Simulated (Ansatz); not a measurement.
**Hypothetical CdI2 type HfO2, thickness series**

The parent structure is HfO2 in the CdI2 type structure (space group P-3m1, No. 164; a hypothetical phase, not in the database extracts checked; layered, stacked along the Cartesian z axis).

```xyz
3
Lattice="3.2085 0.0000 0.0000 -1.6042 2.7786 0.0000 0.0000 0.0000 4.5149" Properties=species:S:1:pos:R:3 pbc="T T T"
Hf     0.0000     0.0000     0.0000
O      0.0000     1.8524     0.9657
O      1.6042     0.9262     3.5492
```

Free-standing slabs (3 atom(s) a layer) normal to the stacking axis with 15 Å of vacuum; in-plane cell relaxed.

Levels (all Ansatz, a quantum-chemistry and plane-wave program, PAW): PBEsol-D3(BJ) (420 eV, no spin-orbit coupling); r2SCAN (500 eV, spin-orbit coupling left out); HSE06 (420 eV, no spin-orbit coupling).

Band gaps by level, all at the geometries relaxed with PBEsol-D3(BJ):

| case | PBEsol-D3(BJ) | r2SCAN | HSE06 |
|---|---|---|---|
| base | 4.40 eV | 4.97 eV | 6.11 eV |
| 1 layer | 4.86 eV | 5.47 eV | 6.61 eV |
| 2 layers | 4.67 eV | 5.26 eV | 6.40 eV |
| 3 layers | 4.57 eV | 5.16 eV | 6.28 eV |

Single points use the geometry relaxed with PBEsol-D3(BJ). The hybrid gap comes from the SCF mesh plus the semilocal run's edge points and a few special points and is an upper bound. With Hf present, leaving out spin-orbit coupling can change the band edges. Whether these cells are dynamically stable was not tested.
